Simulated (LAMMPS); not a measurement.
LAMMPS 22 Jul 2025, classical MD, Vashishta (SiC.vashishta): SiC, 1728 atoms.

| Item | Result |
|---|---|
| task | MD, nve |
| potential | Vashishta, SiC.vashishta |
| copies of the repeat unit | 6×6×6 |
| shape (slab and sphere leave vacuum in the box) | bulk |
| neighbor skin | 2 Å |
| neigh_modify | every 1 delay 0 check yes |
| newton | on (default) |
| atom_modify sort (bins of 2 Å where set) | 1000 (default) |
| comm_style | brick (default) |
| box | 26.2 × 26.2 × 26.2 Å |
| start | generated zinc blende lattice, warmed in an untimed run |

All runs start from one configuration, warmed at this fixed volume for 1000 steps under a thermostat at 900 K. The run at the shortest step has a mean temperature of 888 K and a mean pressure of 5.2 GPa.

Each run covers about 2.0 ps at constant energy (mean temperature 888 K at the shortest step); σ is the standard deviation over the printed steps. One run each, on a shared machine, so no times are given.

Steps tried: 0.5 fs, 1 fs, 2 fs, 2.5 fs, 4 fs, 5 fs, 8 fs, 10 fs, 16 fs, 20 fs, 32 fs.

Task: Up to which step does the ratio σ(E total)/σ(E kinetic) stay under 5 %, and what happens beyond?

Result: 2.5 fs. The run fails or blows up at 8 fs, 10 fs, 16 fs, 20 fs, 32 fs.

```tsv
time step	σ(E total)/σ(E kinetic)	last minus first total energy (meV/atom)	mean temperature (K)
0.5 fs	0.0013	−0.0013	888
1 fs	0.0053	−0.011	887
2 fs	0.021	+0.061	881
2.5 fs	0.033	+0.025	877
4 fs	0.11	+0.38	857
5 fs	1.4	+11	857
8 fs	stops: Lost atoms	—	—
10 fs	stops: Lost atoms	—	—
16 fs	stops: Lost atoms	—	—
20 fs	stops: Lost atoms	—	—
32 fs	stops: Lost atoms	—	—
```

The bar is a choice.
